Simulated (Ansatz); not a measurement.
CaO: response to strain

The parent structure is CaO in the rock salt structure (space group Fm-3m, No. 225).

```xyz
2
Lattice="0.0000 2.3836 2.3836 2.3836 0.0000 2.3836 2.3836 2.3836 0.0000" Properties=species:S:1:pos:R:3 pbc="T T T"
Ca     0.0000     0.0000     0.0000
O      2.3836     2.3836     2.3836
```

Cartesian axes are those of the cell as printed.

Strains are applied to the cell and any free atomic positions relax; under biaxial strain the out-of-plane vector relaxes too.

Calculations: Ansatz (a program for electronic structure) PBEsol, no SOC.

Candidates:
(a) biaxial strain −2.50 %, plane normal [001], relaxed out of plane
(b) biaxial strain +2.00 %, plane normal [001], relaxed out of plane
(c) biaxial strain +0.50 %, plane normal [001], relaxed out of plane
(d) biaxial strain −1.50 %, plane normal [001], relaxed out of plane
(e) biaxial strain +1.00 %, plane normal [001], relaxed out of plane

Notes on the quantities. energy relative to the base: free energy F.

Order them by energy relative to the base, lowest first.

(c) biaxial strain +0.50 %, plane normal [001], relaxed out of plane (+0.5 meV/atom), (e) biaxial strain +1.00 %, plane normal [001], relaxed out of plane (+2.1 meV/atom), (d) biaxial strain −1.50 %, plane normal [001], relaxed out of plane (+5.2 meV/atom), (b) biaxial strain +2.00 %, plane normal [001], relaxed out of plane (+8.0 meV/atom), (a) biaxial strain −2.50 %, plane normal [001], relaxed out of plane (+15 meV/atom)

Stability against distortions was not tested.
